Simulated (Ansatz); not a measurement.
An Ansatz (a first-principles code) run: Ti3Al with a change (Ti vacancy, symmetric start); PBE in Ansatz (plane waves to 420 eV, PAW, no spin-orbit coupling).

Input:

Ansatz 0.2 input:
```yaml
crystal:
  lattice:
    - [5.7556436649, 0, -4.6549759535]
    - [-2.8778218324, 4.9845336289, 0]
    - [5.7556436649, 0, 4.6549759535]
  atoms:
    - { symbol: Ti, position: [0.7901229754, 0.6604919016, 0.0401229754] }
    - { symbol: Ti, position: [0.7098770246, 0.8302459508, 0.4598770246] }
    - { symbol: Ti, position: [0.2098770246, 0.8302459508, 0.9598770246] }
    - { symbol: Ti, position: [0.0447540492, 0.1697540492, 0.2947540492] }
    - { symbol: Ti, position: [0.5447540492, 0.1697540492, 0.7947540492] }
    - { symbol: Ti, position: [0.7098770246, 0.3395080984, 0.4598770246] }
    - { symbol: Ti, position: [0.2098770246, 0.3395080984, 0.9598770246] }
    - { symbol: Ti, position: [0.2901229754, 0.1697540492, 0.5401229754] }
    - { symbol: Ti, position: [0.7901229754, 0.1697540492, 0.0401229754] }
    - { symbol: Ti, position: [0.9552459508, 0.8302459508, 0.7052459508] }
    - { symbol: Ti, position: [0.4552459508, 0.8302459508, 0.2052459508] }
    - { symbol: Al, position: [0.0416666667, 0.6666666667, 0.2916666667] }
    - { symbol: Al, position: [0.5416666667, 0.6666666667, 0.7916666667] }
    - { symbol: Al, position: [0.9583333333, 0.3333333333, 0.7083333333] }
    - { symbol: Al, position: [0.4583333333, 0.3333333333, 0.2083333333] }
basis: { ecutwfc: 420, ecutrho_ratio: 4, xc_grid: 2, fft_grid_basis: typed }
kpoints: { mp_grid: { grid: [7, 7, 7] } }
hamiltonian:
  xc: pbe
  dispersion: none
  pseudopotentials: { kind: paw }
scf: { occupations: { method: fermi_dirac, width: 0.05 }, convergence: { dr2_threshold: 0.0000000015 } }
relax: { f_tol: 0.02, max_steps: 45 }
output: { forces: true, stress: true }
checkpoint: { write: state.ck, write_every: 1000 }
```

Output (explanatory and most iteration lines left out):

```
Relaxation: its limit of steps is 45 (relax.max_steps)
Pseudopotential: Ti, paw, valence charge 12
Pseudopotential: Al, paw, valence charge 3
Crystal: 15 atoms, lattice volume = 267.095 Å³
Basis set: ecut = 420 eV, 5287 PW (Γ), exchange–correlation on 100×80×100 points (8 copies of the dense FFT grid, shifted against one another)
Bands: 87, of which v1, the nominal top of the filled ones, is band 72 counted from 1 (71 counted from 0)
Symmetry: 2 space group operations
Space group: Cm (ITA 8), of the structure as read, at distance tolerance 6.4e-5 Å
k-points: 100 of 343 (time reversal used)
Functional: x = pbe(κ = 0.804, μ = 0.2195149727645171), c = pbe(β = 0.06672455060314922)
SCF iter   1: F=—  HF=-29648.502422 eV  |F-HF|=—  |Δ(HF+E_count)|=         —  Δρ=5.41e-3  dr2=1.46e-1  ethr=1.77e-3  ⟨swp⟩=7.9  Hψ=38500  notcnv=0
SCF iter   2: F=—  HF=-29648.501343 eV  |F-HF|=—  |Δ(HF+E_count)|=   1.08e-3  Δρ=2.82e-3  dr2=3.19e-2  ethr=1.01e-4  ⟨swp⟩=2.0  Hψ=10983  notcnv=0
SCF 1 converged in 10 iterations: F = -29648.500260 eV  dr2 = 8.07e-10
relax step   1: F+E_penalty+E_count = -29648.50025952 eV  Δ(F+E_penalty+E_count) = +0.000e0 eV  max|allowed force component| = 5.266e-1 eV/Å  Δτ_max = 0.0000 Å  (10 SCF iters, accepted)
Crystal: 15 atoms, lattice volume = 267.095 Å³
SCF iter   1: F=—  HF=-29648.682114 eV  |F-HF|=—  |Δ(HF+E_count)|=         —  Δρ=1.40e-2  dr2=1.52e0  ethr=9.87e-4  ⟨swp⟩=1.0  Hψ=31727  notcnv=0
SCF iter   2: F=—  HF=-29648.582416 eV  |F-HF|=—  |Δ(HF+E_count)|=   9.97e-2  Δρ=5.89e-3  dr2=2.87e-1  ethr=9.87e-4  ⟨swp⟩=2.0  Hψ=9679  notcnv=0
SCF 2 converged in 11 iterations: F = -29648.551392 eV  dr2 = 1.50e-10
relax step   2: F+E_penalty+E_count = -29648.55139150 eV  Δ(F+E_penalty+E_count) = -5.113e-2 eV  max|allowed force component| = 6.384e-1 eV/Å  Δτ_max = 0.1967 Å  (11 SCF iters, accepted)
Crystal: 15 atoms, lattice volume = 267.095 Å³
SCF iter   1: F=—  HF=-29648.621028 eV  |F-HF|=—  |Δ(HF+E_count)|=         —  Δρ=5.17e-3  dr2=2.14e-1  ethr=1.09e-3  ⟨swp⟩=3.9  Hψ=16188  notcnv=0
SCF iter   2: F=—  HF=-29648.608442 eV  |F-HF|=—  |Δ(HF+E_count)|=   1.26e-2  Δρ=2.00e-3  dr2=3.26e-2  ethr=1.48e-4  ⟨swp⟩=1.7  Hψ=10200  notcnv=0
SCF 3 converged in 10 iterations: F = -29648.605318 eV  dr2 = 1.71e-10
relax step   3: F+E_penalty+E_count = -29648.60531781 eV  Δ(F+E_penalty+E_count) = -5.393e-2 eV  max|allowed force component| = 1.044e-1 eV/Å  Δτ_max = 0.0531 Å  (10 SCF iters, accepted)
Crystal: 15 atoms, lattice volume = 267.095 Å³
SCF iter   1: F=—  HF=-29648.608981 eV  |F-HF|=—  |Δ(HF+E_count)|=         —  Δρ=1.31e-3  dr2=7.00e-3  ethr=4.07e-4  ⟨swp⟩=2.4  Hψ=14839  notcnv=0
SCF iter   2: F=—  HF=-29648.608516 eV  |F-HF|=—  |Δ(HF+E_count)|=   4.66e-4  Δρ=7.08e-4  dr2=2.23e-3  ethr=4.86e-6  ⟨swp⟩=1.6  Hψ=10299  notcnv=0
SCF 4 converged in 9 iterations: F = -29648.608309 eV  dr2 = 2.66e-10
relax step   4: F+E_penalty+E_count = -29648.60830891 eV  Δ(F+E_penalty+E_count) = -2.991e-3 eV  max|allowed force component| = 2.057e-2 eV/Å  Δτ_max = 0.0272 Å  (9 SCF iters, accepted)
Crystal: 15 atoms, lattice volume = 267.095 Å³
SCF iter   1: F=—  HF=-29648.608673 eV  |F-HF|=—  |Δ(HF+E_count)|=         —  Δρ=9.40e-4  dr2=8.82e-3  ethr=4.81e-6  ⟨swp⟩=2.0  Hψ=15200  notcnv=0
SCF iter   2: F=—  HF=-29648.608251 eV  |F-HF|=—  |Δ(HF+E_count)|=   4.22e-4  Δρ=3.65e-4  dr2=1.58e-3  ethr=4.81e-6  ⟨swp⟩=1.0  Hψ=10100  notcnv=0
SCF 5 converged in 8 iterations: F = -29648.608304 eV  dr2 = 9.40e-10
relax step   5: F+E_penalty+E_count = -29648.60830429 eV  Δ(F+E_penalty+E_count) = +4.615e-6 eV  max|allowed force component| = 1.872e-2 eV/Å  Δτ_max = 0.0085 Å  (8 SCF iters, accepted)
SCF converged after 8 iterations
[...]
  atom   3  Ti    -0.00290689     0.00101842    -0.00637077
  atom   4  Ti    -0.00871262    -0.00104085     0.00000000
  atom   5  Ti     0.01872248     0.01382140     0.00000000
  atom   6  Ti    -0.00036492    -0.00727493    -0.00717899
  atom   7  Ti    -0.00036492    -0.00727493     0.00717899
  atom   8  Ti    -0.01020704     0.01826495     0.00000000
  atom   9  Ti    -0.00079666    -0.00529147     0.00000000
  atom  10  Ti     0.00084999    -0.00623960     0.01843384
  atom  11  Ti     0.00084999    -0.00623960    -0.01843384
  atom  12  Al     0.00013730    -0.01097357     0.00000000
  atom  13  Al     0.00663794     0.00540755     0.00000000
  atom  14  Al     0.00003902    -0.00443709     0.00291700
  atom  15  Al     0.00003902    -0.00443709    -0.00291700
--- Stress (GPa, compression-positive) ---
       -0.566829       0.086641       0.000000
        0.086641      -3.360551       0.000000
        0.000000       0.000000      -2.295135
  P = ⅓ Tr σ = -2.0742 GPa (-20.742 kbar)
--- Relaxed structure (5 steps of the walk, 5 accepted, 0 SCFs on fresh bases) ---
  atoms:
    - { symbol: Ti, position: [0.792657316192874, 0.6674208037613871, 0.042657316192874106] }
    - { symbol: Ti, position: [0.7046874690601279, 0.8225254727026203, 0.46013165540611617] }
    - { symbol: Ti, position: [0.21013165540611617, 0.8225254727026203, 0.9546874690601279] }
    - { symbol: Ti, position: [0.053674552759809604, 0.18961411075283213, 0.3036745527598096] }
    - { symbol: Ti, position: [0.5375770528957934, 0.16931083159827306, 0.7875770528957934] }
    - { symbol: Ti, position: [0.7112262672791123, 0.33410079429531736, 0.45503990391834587] }
    - { symbol: Ti, position: [0.20503990391834587, 0.33410079429531736, 0.9612262672791123] }
    - { symbol: Ti, position: [0.3010563357260464, 0.20181065281250724, 0.5510563357260465] }
    - { symbol: Ti, position: [0.7866163131112802, 0.15841981332718127, 0.036616313111280274] }
    - { symbol: Ti, position: [0.9609265664705764, 0.8235966338888722, 0.698031923118082] }
    - { symbol: Ti, position: [0.44803192311808215, 0.8235966338888722, 0.21092656647057648] }
    - { symbol: Al, position: [0.039421930967940014, 0.6710031769831756, 0.28942193096794] }
    - { symbol: Al, position: [0.5459511708801803, 0.6661974020313669, 0.7959511708801803] }
    - { symbol: Al, position: [0.9515135594803852, 0.327642752679828, 0.7113650073333297] }
    - { symbol: Al, position: [0.46136500733332986, 0.327642752679828, 0.20151355948038538] }
```

In so small a cell the defect repeats every few ångströms: this is an ordered compound, not a dilute defect. The defect started on the symmetric site and kept its symmetry, so it may sit on a saddle. All final runs are without spin polarisation. The cell was made from Ti₃Al (space group P6_3/mmc, No. 194) by this change: Ti vacancy. The defect cell is not spin-polarised.
